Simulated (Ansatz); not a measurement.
Hg (R-3m, No. 166, 1 atoms in the cell), treated with PBEsol (PAW; Ansatz, a first-principles code).

The run printed, among other lines:

```
Relaxation: its limit of steps is 80 (relax.max_steps)
Crystal: 1 atoms, lattice volume = 22.986 Å³
Basis set: ecut = 520 eV, 643 PW (Γ), exchange–correlation on 48×48×48 points (8 copies of the dense FFT grid, shifted against one another)
Bands: 14, of which v1, the nominal top of the filled ones, is band 10 counted from 1 (9 counted from 0)
Symmetry: 12 space group operations
Space group: R-3m (ITA 166), of the structure as read, at distance tolerance 2.8e-5 Å
k-points: 781 of 8000
Functional: x = pbesol(κ = 0.804, μ = 0.12345679012345678), c = pbesol(β = 0.046)
SCF iter   1: F=—  HF=-13668.009788 eV  |F-HF|=—  |Δ(HF+E_count)|=         —  Δρ=3.26e-3  dr2=2.51e-3
SCF iter   2: F=—  HF=-13668.009497 eV  |F-HF|=—  |Δ(HF+E_count)|=   2.91e-4  Δρ=1.34e-3  dr2=4.31e-4
  ...
SCF 1 converged in 6 iterations: F = -13668.009360 eV  dr2 = 1.41e-10
Crystal: 1 atoms, lattice volume = 22.986 Å³
Basis set: ecut = 520 eV, 645 PW (Γ), exchange–correlation on 48×48×48 points (8 copies of the dense FFT grid, shifted against one another)
Initial density: handed on by an earlier stage of this run
SCF 2 converged in 4 iterations: F = -13668.010183 eV  dr2 = 3.41e-9
Crystal: 1 atoms, lattice volume = 22.986 Å³
Basis set: ecut = 520 eV, 633 PW (Γ), exchange–correlation on 48×48×48 points (8 copies of the dense FFT grid, shifted against one another)
SCF 3 converged in 4 iterations: F = -13668.010843 eV  dr2 = 1.28e-8
Crystal: 1 atoms, lattice volume = 22.986 Å³
SCF iter   4: F=—  HF=-13668.010852 eV  |F-HF|=—  |Δ(HF+E_count)|=  1.46e-11  Δρ=2.36e-7  dr2=8.32e-12
SCF iter   5: F=-13668.010852 eV  HF=-13668.010852 eV  |F-HF|=1.82e-12  |Δ(HF+E_count)|=  1.82e-12  Δρ=3.87e-8  dr2=1.38e-13
SCF 4 converged in 5 iterations: F = -13668.010852 eV  dr2 = 1.38e-13
SCF converged after 5 iterations
Free energy (F): -13668.010852 eV
Internal energy: -13668.008888 eV  (E = F + TS)
E sigma→0 (E₀):  -13668.009870 eV
Fermi energy:    15.253265 eV
--- Forces (eV/Å), atoms counted from 1 ---
  atom   1  Hg     0.00000000    -0.00000000    -0.00000000
--- Stress (GPa, compression-positive) ---
        1.586187      -0.000000      -0.007300
       -0.000000       1.602432      -0.000000
       -0.007300      -0.000000       1.599152
  P = ⅓ Tr σ = 1.5959 GPa (15.959 kbar)
```

### Question
Write an input file that could have produced this run (the log leaves some choices open).

### Answer
This is not unique; one that fits is 
Ansatz 0.2 input:
```yaml
crystal:
  lattice:
    - [2.3682829457, -1.7610645255, -0.0504937192]
    - [2.3682829457, 1.7610645255, -0.0504937192]
    - [1.1180686221, 0.0, 2.7317731505]
  atoms:
    - { symbol: Hg, position: [0.0, 0.0, 0.0] }
basis:
  ecutwfc: 520
  ecutrho_ratio: 4
  xc_grid: 2
kpoints:
  mp_grid: { grid: [20, 20, 20] }
hamiltonian:
  xc: pbesol
  dispersion: none
  pseudopotentials: { kind: paw }
scf:
  occupations: { method: fermi_dirac, width: 0.05 }
output:
  forces: false
  stress: true
  eigenvalues: true
relax:
  f_tol: 0.004
  escape_saddle: false
  max_steps: 80
  cell: { stress_tol: 0.02, fix: [volume] }
```

The cell is one volume of an energy–volume scan, off the minimum.

The PAW data were made under PBE.

Note: the relaxation could not lower the start's symmetry, so the cell can be a saddle point above a distorted one.
